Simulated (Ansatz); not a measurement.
The reference is MgF2 in the rutile structure (space group P4_2/mnm, No. 136; a = 4.698 Å, c = 3.093 Å).

(Cell as relaxed with PBE.)

Levels (all Ansatz, a first-principles code, PAW): PBE (420 eV, no spin-orbit coupling); r2SCAN (500 eV, no spin-orbit coupling).

Each level relaxes its own structure.

```csv
quantity,PBE,r2SCAN
volume per atom,11.38 Å³,…
lattice parameter a,469.8 pm,…
lattice parameter c,309.3 pm,…
band gap,6.83 eV,…
gap character,direct at Γ,…
```

What does r2SCAN give?


- volume per atom, r2SCAN: 10.85 Å³
- lattice parameter a, r2SCAN: 462.2 pm
- lattice parameter c, r2SCAN: 304.6 pm
- band gap, r2SCAN: 8.07 eV
- gap character, r2SCAN: direct at Γ

PBE's volume per atom lies 0.53 Å³ above r2SCAN's (4.9 %); PBE's lattice parameter a lies 7.6 pm above r2SCAN's (1.7 %); PBE's lattice parameter c lies 4.7 pm above r2SCAN's (1.5 %); PBE's band gap lies 1.24 eV below r2SCAN's; the two agree on the gap character. Neither level is exact; r2SCAN is the comparison here, not a measurement.

Whether these cells are dynamically stable was not tested.
